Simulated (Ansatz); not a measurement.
For NbSi2 (P6₂22, No. 180), PBEsol in Ansatz (plane waves, PAW) gives:

lattice constant a: 4.769 Å
lattice parameter c: 6.574 Å

**Question.** What does r²SCAN (Ansatz, a program for electronic structure, plane waves, PAW) give for the same quantities?

**Answer.** 
- lattice constant a: 4.796 Å (grows by 0.6 %)
- lattice parameter c: 6.580 Å (rises by 0.1 %)

Changes are worked out from the printed values.

Unless a cell is named, each level is at its own relaxed cell (PBEsol 14.39, r²SCAN 14.56 Å³/atom).

Ansatz's density-functional and Hartree–Fock values are scalar-relativistic unless marked +SOC, with PAW data made under PBE.
